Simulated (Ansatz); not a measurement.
System: S vacancy in wurtzite CdS (charge state +2). These are PBE, PAW (plane waves to 420 eV; Ansatz, a program for electronic structure) values and carry that method's errors.

72-site cell at the relaxed PBE lattice, one k-point at (0.125, 0.250, 0.250), smearing 0.01 eV, spin-restricted, no finite-size correction. Static, classical nuclei. The charge state is imposed; whether it is stable for some Fermi level was not computed. Forms of the defect that were not tried may lie lower.

Barriers: single points on a 2×2×2 k-point mesh shifted by half a step along c at the bands' geometries.

Relaxed starting cell (atoms counted from 1):

```xyz
71
Lattice="12.5890 0.0000 0.0000 -6.2945 10.9024 0.0000 0.0000 0.0000 13.6579" Properties=species:S:1:pos:R:3 pbc="T T T"
Cd     2.1019     1.1949     2.7085
Cd     2.1013     1.2022    10.2600
Cd     0.0101     4.8607     3.3676
Cd    -0.0057     4.8817    10.2876
Cd    -2.0729     8.4560     3.3621
Cd    -2.0591     8.4349    10.2868
Cd     6.3155     1.1838     3.3627
Cd     6.3439     1.1879    10.2876
Cd     4.1930     4.8624     3.3674
Cd     4.2092     4.8851    10.2889
Cd     2.0983     8.4705     3.4243
Cd     2.0998     8.4718    10.2696
Cd    10.4756     1.1807     3.3651
Cd    10.4497     1.1862    10.2863
Cd     8.3969     4.8302     3.4335
Cd     8.3982     4.8318    10.2314
Cd     6.2697     8.4540     3.3640
Cd     6.2602     8.4354    10.2879
Cd    -0.5047     2.7178     7.0467
Cd    -0.0502     2.4555    13.5938
Cd    -2.0915     6.0756     6.8027
Cd    -2.1256     6.0525    13.6660
Cd    -4.2046     9.1178     7.0492
Cd    -4.2059     9.6494    13.5870
Cd     4.6878     2.7207     7.0492
Cd     4.2285     2.4574    13.5921
Cd     2.0895     6.1006     6.8994
Cd     2.0891     6.0825    13.6620
Cd     0.0173     9.6832     6.8980
Cd     0.0010     9.6940    13.6609
Cd     8.3833     2.4049     6.8005
Cd     8.3849     2.4516    13.6660
Cd     6.2742     6.0724     6.8061
Cd     6.3077     6.0518    13.6655
Cd     4.1611     9.6809     6.8977
Cd     4.1752     9.6923    13.6612
S      2.0926     1.2147    12.8382
S      0.0261     4.8761     5.9567
S     -0.0078     4.8727    12.8328
S     -2.0696     8.4985     5.9515
S     -2.0867     8.4676    12.8312
S      6.2898     1.1752     5.9544
S      6.3081     1.2079    12.8324
S      4.1594     4.8774     5.9548
S      4.1931     4.8749    12.8334
S      2.0908     8.4850     5.9964
S      2.0904     8.4860    12.8244
S     10.4813     1.1734     5.9563
S     10.4653     1.2057    12.8315
S      8.3882     4.8444     6.0011
S      8.3882     4.8469    12.7946
S      6.2521     8.4958     5.9515
S      6.2689     8.4667    12.8319
S     -0.0358     2.4388     2.5439
S     -0.0149     2.4273     9.4627
S     -2.1078     6.0389     2.5785
S     -2.0992     6.0491     9.3694
S     -4.1992     9.6305     2.5376
S     -4.1976     9.6680     9.4669
S      4.2341     2.4431     2.5427
S      4.2114     2.4300     9.4666
S      2.0986     6.0647     2.5744
S      2.0985     6.0532     9.4330
S      0.0071     9.6785     2.5739
S     -0.0021     9.6864     9.4310
S      8.3942     2.4258     2.5786
S      8.3937     2.4167     9.3686
S      6.3068     6.0389     2.5778
S      6.2985     6.0489     9.3716
S      4.1861     9.6762     2.5739
S      4.1970     9.6844     9.4312
```
Cell charge +2.

End state 1 differs by these moves (Å; atoms that move under 0.08 Å are left out):

```tsv
atom	element	Δx	Δy	Δz
1	Cd	0.03	0.00	0.66
3	Cd	0.00	-0.02	-0.65
6	Cd	-0.05	0.09	0.00
19	Cd	0.50	-0.88	0.00
20	Cd	0.04	-0.09	0.00
21	Cd	-0.51	0.26	0.25
22	Cd	-0.02	0.02	-0.07
23	Cd	0.02	0.57	-0.25
24	Cd	-0.02	0.02	0.08
25	Cd	-0.47	-0.32	-0.15
26	Cd	-0.03	-0.05	0.07
27	Cd	0.50	0.24	0.15
28	Cd	0.04	-0.01	-0.07
31	Cd	-0.03	-0.01	0.10
35	Cd	0.02	0.01	-0.09
38	S	2.10	-3.66	0.00
44	S	0.04	-0.08	0.00
54	S	0.03	-0.07	0.00
57	S	-0.01	0.01	0.10
59	S	0.00	0.02	-0.10
```

Question: What is the computed forward and backward barriers to end state 1 (PBE, PAW)?

Answer: forward 1.20 eV, backward 1.20 eV; at the saddle point atom 38 has neighbours Cd at 2.46, Cd at 2.82, Cd at 2.84, Cd at 3.10, Cd at 3.12 Å. The program found a first-order saddle point.
